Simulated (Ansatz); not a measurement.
The parent structure is AlPt in the CsCl type structure (space group Pm-3m, No. 221; a = 3.060 Å; a cell from a computed database, its experimental status unchecked).

Levels (all Ansatz, a first-principles code, PAW): PBEsol (420 eV, scalar-relativistic without spin-orbit coupling); PBEsol+SOC (420 eV, noncollinear with spin-orbit coupling).

The geometry is relaxed with PBEsol.

| Property | Value |
|---|---|
| PBEsol pressure | 0.0 GPa |

Q: How does going to PBEsol+SOC change the pressure?

A: The pressure goes from zero to -0.3 GPa.

Single points use the geometry relaxed with PBEsol. Differences between runs with and without spin-orbit coupling are approximate. Whether these cells are dynamically stable was not tested. The runs without spin-orbit coupling are not spin-polarised.
